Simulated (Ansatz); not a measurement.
Input:

```
MgSe
1.0
    3.75346     0.00000     0.00000
    0.00000     3.75346     0.00000
    1.87673    -1.87673     2.78768
Mg Se
1 1
Direct
  0.00000   0.00000   0.00000
  0.50000   0.50000   0.00000
```

No spin polarisation.

All numbers come from r2SCAN (Ansatz, a first-principles code; PAW; 500 eV plane waves; without spin-orbit coupling). Γ-centred 10×10×10 mesh, Fermi–Dirac width 0.05 eV.

### Question
What is the computed valence-band top at Γ (three highest levels, from the VBM)?

### Answer
0.00, -0.22, -0.22 eV.

### Question
Predict the band gap.

### Answer
2.34 eV.

### Question
What hole mass does the calculation give?

### Answer
0.19 mₑ out of plane, 0.81 mₑ in plane (at Γ).

### Question
What is the computed electron mass?

### Answer
0.46 mₑ along k, 0.26 mₑ across (at X).

The cells carry an imposed strain or load. Effective masses come from finite differences of ±0.01 Å⁻¹. Along k means along the line from Γ to the band edge. No phonon test of stability was made. The cell was made from MgSe in the rock salt structure (space group Fm-3m, No. 225) by this change: biaxial strain −3.00 %, plane normal [001], relaxed out of plane.
